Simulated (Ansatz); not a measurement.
Results of PBE-D3(BJ) (plane waves, PAW; Ansatz, an electronic-structure program) for 1T (CdI2-type) MgI2.

Run with plane-wave cutoff 520 eV, 12×12×6 k mesh (along the axes of the cell as run), scalar-relativistic PAW data made under PBE.

Cell (relaxed at this level):

```
CELL_PARAMETERS angstrom
      4.12414     0.00000     0.00000
     -2.06207     3.57161     0.00000
      0.00000     0.00000     6.83150
ATOMIC_POSITIONS crystal
  Mg 0.00000 0.00000 0.00000
  I  0.33333 0.66667 0.24551
  I  0.66667 0.33333 0.75449
```

Question: Give the computed elastic constant C12, elastic constant C44, Young modulus, elastic constant C13, elastic constant C11, elastic constant C33 and elastic constant C66.

Answer: 
- elastic constant C12: 13.7 GPa
- elastic constant C44: 5.77 GPa
- Young modulus: 26.3 GPa
- elastic constant C13: 6.30 GPa
- elastic constant C11: 49.2 GPa
- elastic constant C33: 22.0 GPa
- elastic constant C66: 17.7 GPa

Note: the dispersion coefficients are held fixed in the derivatives.

Elastic constants are with the ions relaxed.

Spin–orbit coupling is not included.

The computed numbers hold no vibrational or temperature effects.

The result took about 30 core-minutes (a rough figure).
